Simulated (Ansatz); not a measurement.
The reference is Ag in the fcc (Cu type) structure (space group Fm-3m, No. 225; a = 4.148 Å; relaxed with 0.1 eV smearing). Axes: x, y, z lie along the cube axes.

Computed with PBE/PAW in Ansatz (a first-principles code), scalar-relativistic without spin-orbit coupling.

Now apply this change: the cell is scaled by 0.9750 in all directions, atoms relaxed at fixed cell.

Problem. Predict the stress tensor and what it implies for the stiffness.

Solution. Stress of the strained cell less that of the base (GPa, compression positive):
```
    8.6     0.0     0.0
    0.0     8.6     0.0
    0.0     0.0     8.6
```

Then B = −ΔP/(ΔV/V₀) with ΔV/V₀ = -0.0731 gives secant stiffness values (nonlinear terms included at this strain): B ≈ 118 GPa.

As a check, the harmonic strain energy −½ V₀ Δσ:ε is 36 meV/atom; the computed energy rise is 32 meV/atom.

Whether these cells are dynamically stable was not tested.
